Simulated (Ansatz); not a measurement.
Consider AlN in the wurtzite structure (space group P6_3mc, No. 186).

```xyz
4
Lattice="3.1303 0.0000 0.0000 -1.5651 2.7109 0.0000 0.0000 0.0000 5.0180" Properties=species:S:1:pos:R:3 pbc="T T T"
Al     1.5651     0.9036     0.0169
Al     0.0000     1.8073     2.5259
N      1.5651     0.9036     3.1203
N      0.0000     1.8073     0.6113
```

Cartesian axes are those of the cell as printed.

Level of theory: PBE, PAW, 420 eV (Ansatz, a program for electronic structure; no SOC).

Before the change:

```
Property                               Value
---------------------  ---------------------
Valence-band top at Γ  0.00, -0.20, -0.20 eV
```

Perturbation: uniaxial strain ε_zz = −4.66 %, all other strain components held at zero, atoms relaxed at fixed cell.

**Question.** What happens to the energy relative to the base, valence-band top at Γ and hole mass?

**Answer.** The energy goes up by 25 meV/atom; the valence-band top at Γ (three highest levels, from the VBM) goes from 0.00, -0.20, -0.20 eV to 0.00, -0.64, -0.64 eV; the hole mass comes out as 0.25 mₑ along z, 2.9 mₑ across (at Γ).

The levels and masses belong to the bands next to the band gap. Effective masses come from finite differences of ±0.01 Å⁻¹. No phonon test of stability was made.
